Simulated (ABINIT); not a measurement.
Pressure against volume in rock-salt PbSe (space group 225) (ABINIT, PBE)

```xyz
2
Lattice="0.0000 3.0056 3.0056 3.0056 0.0000 3.0056 3.0056 3.0056 0.0000" Properties=species:S:1:pos:R:3 pbc="T T T"
Pb     0.0000     0.0000     0.0000
Se     3.0056     3.0056     3.0056
```

Method of the run: PBE, norm-conserving pseudopotentials (PseudoDojo nc-sr-05 PBE standard) (plane waves; ABINIT 10.0.3). Settings: pseudos = [Pb.upf, Se.upf]; ecut = 1524 eV; occopt = 3; tsmear = 0.00036749 Ha; ngkpt = 9 9 9; nshiftk = 1; shiftk = 0 0 0; potentials = PseudoDojo nc-sr-05 PBE standard; nband = 21; kptopt = 1; nstep = 80; tolvrs = 1e-12. The cell above is the first row's. The rows scale it uniformly. In all rows fractional positions and the k mesh are held.

```csv
V (Å^3/atom),P (GPa)
27.151,5.76
27.741,4.30
28.332,3.00
28.922,1.82
29.512,0.76
30.102,-0.18
30.693,-1.04
31.283,-1.81
31.873,?
```

Q: Using a cubic, estimate the missing P at V = 31.873 from the other rows, showing the fit.

A: With u = V - 29.2, the rows have u = -2.0490, -1.4590, -0.8680, -0.2780, 0.3120, 0.9020, 1.4930, 2.0830. Least squares gives P = 1.308 - 1.7931·u + 0.1637·u² - 0.01035·u³. Residuals (row less fit): 0.002, -0.005, 0.005, 0.001, -0.004, 0.004, -0.001, 0.000; standard error 0.005 (degrees of freedom: 4). The fitted pressure is zero at V0 = 29.98, where dP/dV = -1.556, so B0 = -V0·dP/dV = 46.6 GPa. At the withheld row, u = 2.6730, so P = 1.308 - 1.7931 × 2.6730 + 0.1637 × 2.6730² - 0.01035 × 2.6730³ = -2.513 GPa. The calculation gives -2.49 GPa, 0.023 GPa above the prediction (0.3 % of the range of P in the table). The row lies outside the fitted rows, so this is an extrapolation. From the scatter of the fitted rows alone, a prediction at this place has a standard error of 0.013 GPa, so the miss is 1.8 times that.

Carrying the step between the two nearest rows on in a straight line would have given -2.58, off by 0.09; series whose last step already gives the withheld value aren't shown. The scan was laid around a cell of about the measured size, scaled by a guess for this functional. The runs keep the symmetry of the cell, so they don't test it for distortions. The PBE file for Pb was generated anew from PseudoDojo's inputs, some of which were changed. Spin-orbit coupling is off. Cutoffs and mesh are single choices, not tested for convergence of this quantity. Series with a scatter that would blur these digits, or in which a gap closes, are not shown.
